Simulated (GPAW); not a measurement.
Worked example: self-consistent single point of Os₃W (P6_3/mmc, 8 atoms in the cell) in GPAW

Computed with PBEsol, GPAW PAW datasets PBEsol (made by gpaw-setup) (plane waves; GPAW).

The input file:

```python
from ase import Atoms
from ase.units import GPa
from gpaw import GPAW

atoms = Atoms(['Os', 'Os', 'Os', 'Os', 'Os', 'Os', 'W', 'W'],
              cell=[[5.528530, 0.000000, 0.000000],
                    [-2.764265, 4.787847, 0.000000],
                    [0.000000, 0.000000, 4.397090]],
              scaled_positions=[[0.166370, 0.332740, 0.250000],
                                [0.833630, 0.667260, 0.750000],
                                [0.833630, 0.166370, 0.750000],
                                [0.166370, 0.833630, 0.250000],
                                [0.667260, 0.833630, 0.250000],
                                [0.332740, 0.166370, 0.750000],
                                [0.333333, 0.666667, 0.750000],
                                [0.666667, 0.333333, 0.250000]],
              pbc=True)

calc = GPAW(mode={'name': 'pw', 'ecut': 550},
            xc='PBEsol',
            kpts={'size': (4, 4, 5), 'gamma': True},
            occupations={'name': 'fermi-dirac', 'width': 0.1},
            nbands=-12,
            convergence={'density': 1e-05},
            symmetry={'symmorphic': False, 'tolerance': 0.0005},
            maxiter=120,
            txt='-')

atoms.calc = calc

energy = atoms.get_potential_energy()
print('Energy (eV):', round(energy, 6))
forces = atoms.get_forces()
print('Forces (eV/Ang):')
print(forces.round(5))
stress = atoms.get_stress()
print('Stress (GPa, Voigt):', (stress / GPa).round(4))
```

Output (repeated stretches shortened):

```
Input parameters:
  convergence: {density: 1e-05}
  kpts: {gamma: True,
         size: (4, 4, 5)}
  maxiter: 120
  mode: {ecut: 550,
         name: pw}
  nbands: -12
  occupations: {name: fermi-dirac,
                width: 0.1}
  symmetry: {symmorphic: False,
             tolerance: 0.0005}
  xc: PBEsol

species:
  Os:
    name: Osmium
    Z: 76.0
    valence: 14
    core: 62
    charge: 0.0
    file: Os.PBEsol.gz

    # Using partial waves for Os as LCAO basis

  W:
    name: Tungsten
    Z: 74.0
    valence: 14
    core: 60
    charge: 0.0
    file: W.PBEsol.gz

    # Using partial waves for W as LCAO basis

Reference energy: -3690023.899992  # eV

Spin-paired calculation

Convergence criteria:
 Maximum [total energy] change in last 3 cyles: 0.0005 eV / valence electron
 Maximum integral of absolute [dens]ity change: 1e-05 electrons / valence electron
 Maximum integral of absolute [eigenst]ate change: 4e-08 eV^2 / valence electron
 Maximum number of scf [iter]ations: 120

Symmetries present (total): 24
Symmetries with fractional translations: 12
80 k-points: 4 x 4 x 5 Monkhorst-Pack grid + [1/8,1/8,0.000000]
12 k-points in the irreducible part of the Brillouin zone
       k-points in crystal coordinates                weights
   0:     0.00000000    0.00000000    0.00000000          1/80
   1:     0.00000000    0.00000000    0.20000000          2/80
   2:     0.00000000    0.00000000    0.40000000          2/80
   [... 7 lines left out ...]
          ...
  11:     0.50000000    0.50000000    0.40000000          6/80

Wave functions: Plane wave expansion
  Cutoff energy: 550.000 eV
  Number of coefficients (min, max): 3389, 3449
  Pulay-stress correction: 0.000000 eV/Ang^3 (de/decut=0.000000)

Occupation numbers: Fermi-Dirac:
  width: 0.1000  # eV

Eigensolver

Densities:
  Coarse grid: 30*30*24 grid
  Fine grid: 60*60*48 grid
  Total Charge: 0.000000

Density mixing:
  Method: separate
  Backend: pulay
  Linear mixing parameter: 0.05
  old densities: 5
  Damping of long wavelength oscillations: 50

Hamiltonian:
  XC and Coulomb potentials evaluated on a 60*60*48 grid
  External potential:
    NoExternalPotential

XC parameters: PBEsol with 2 nearest neighbor stencil

Number of atoms: 8
Number of atomic orbitals: 98
Number of bands in calculation: 68
Number of valence electrons: 112
Bands to converge: occupied

Density initialized from atomic densities
  68 bands from LCAO basis set

Atomic positions and initial magnetic moments

Positions:
   0 Os    -0.000000    1.593108    1.099273    ( 0.0000,  0.0000,  0.0000)
   1 Os     2.764265    3.194739    3.297818    ( 0.0000,  0.0000,  0.0000)
   2 Os     4.148858    0.796554    3.297818    ( 0.0000,  0.0000,  0.0000)
   3 Os    -1.384593    3.991293    1.099273    ( 0.0000,  0.0000,  0.0000)
   4 Os     1.384593    3.991293    1.099273    ( 0.0000,  0.0000,  0.0000)
   5 Os     1.379672    0.796554    3.297818    ( 0.0000,  0.0000,  0.0000)
   6 W     -0.000003    3.191900    3.297818    ( 0.0000,  0.0000,  0.0000)
   7 W      2.764268    1.595947    1.099273    ( 0.0000,  0.0000,  0.0000)

Unit cell:
           periodic     x           y           z      points  spacing
  1. axis:    yes    5.528530    0.000000    0.000000    30     0.1596
  2. axis:    yes   -2.764265    4.787847    0.000000    30     0.1596
  3. axis:    yes    0.000000    0.000000    4.397090    24     0.1832

  Lengths:   5.528530   5.528530   4.397090
  Angles:   90.000000  90.000000 120.000002

Effective grid spacing dv^(1/3) = 0.1753

     iter     time        total  log10-change:
                         energy   eigst   dens
iter:   1 --:--:--   -99.686627
iter:   2 --:--:--   -99.669481   -0.73  -1.38
iter:   3 --:--:--  -100.373640   -0.42  -1.38
iter:   4 --:--:--   -99.050292   -1.90  -1.53
iter:   5 --:--:--   -98.724232   -2.55  -1.73
iter:   6 --:--:--   -98.914557   -2.47  -1.84
iter:   7 --:--:--   -98.238838   -1.34  -1.76
iter:   8 --:--:--   -98.235586   -2.58  -2.51
iter:   9 --:--:--   -98.246151c  -3.21  -2.57
iter:  10 --:--:--   -98.227733c  -3.44  -2.41
iter:  11 --:--:--   -98.219530c  -3.59  -2.61
iter:  12 --:--:--   -98.217787c  -3.97  -2.93
iter:  13 --:--:--   -98.217490c  -4.43  -3.29
iter:  14 --:--:--   -98.217474c  -5.10  -3.35
iter:  15 --:--:--   -98.217339c  -5.25  -3.44
iter:  16 --:--:--   -98.217216c  -5.09  -3.61
iter:  17 --:--:--   -98.217210c  -5.76  -3.82
iter:  18 --:--:--   -98.217205c  -6.30  -3.86
iter:  19 --:--:--   -98.217196c  -5.76  -3.94
iter:  20 --:--:--   -98.217187c  -6.96  -4.15
iter:  21 --:--:--   -98.217186c  -7.54c -4.21
iter:  22 --:--:--   -98.217195c  -6.55  -4.24
iter:  23 --:--:--   -98.217194c  -7.39  -4.42
iter:  24 --:--:--   -98.217185c  -6.17  -4.40
iter:  25 --:--:--   -98.217195c  -7.10  -4.59
iter:  26 --:--:--   -98.217192c  -7.82c -4.64
iter:  27 --:--:--   -98.217192c  -8.50c -4.69
iter:  28 --:--:--   -98.217196c  -7.36  -4.75
iter:  29 --:--:--   -98.217194c  -8.23c -5.07c

Converged after 29 iterations.

Dipole moment: (0.000000, -0.000000, 0.000000) |e|*Ang

Energy contributions relative to reference atoms: (reference = -3690023.899992)

Kinetic:         +6.317427
Potential:      -17.568304
External:        +0.000000
XC:             -85.636157
Entropy (-ST):   -0.219847
Local:           -1.220237
SIC:             +0.000000
--------------------------
Free energy:    -98.327118
Extrapolated:   -98.217194

Showing only first 2 kpts
 Kpt  Band  Eigenvalues  Occupancy
  0    54     14.11656    1.99701
  0    55     14.16036    1.99537
  0    56     15.26986    0.01301
  0    57     17.11732    0.00000

  1    54     14.90501    0.40187
  1    55     15.04186    0.12029
  1    56     15.04186    0.12029
  1    57     16.60754    0.00000

Fermi level: 14.76697

No gap
No difference between direct/indirect transitions
Energy (eV): -98.217194

Forces in eV/Ang:
  0 Os    0.00000    0.00556   -0.00000
  1 Os    0.00000   -0.00556    0.00000
  2 Os   -0.00481    0.00278   -0.00000
  3 Os    0.00481   -0.00278    0.00000
  4 Os   -0.00481   -0.00278    0.00000
  5 Os    0.00481    0.00278    0.00000
  6 W     0.00000   -0.00000   -0.00000
  7 W    -0.00000    0.00000    0.00000

Stress tensor:
     0.042516    -0.000000     0.000000
    -0.000000     0.042516    -0.000000
     0.000000    -0.000000     0.060010
Stress (GPa, Voigt): [ 6.8119  6.8119  9.6146 -0.      0.     -0.    ]
```

The run converged in 29 iterations. GPAW prints stress with tension positive.

The starting cell comes from a database of computed structures (which also holds hypothetical and non-ambient phases and stackings), without a prior relaxation at this level. Spin-orbit coupling is off. Spin polarisation is off. With a pressure of about -8 GPa the cell is away from its equilibrium volume at this level.

Cost on one core of a shared machine: roughly 2 min.
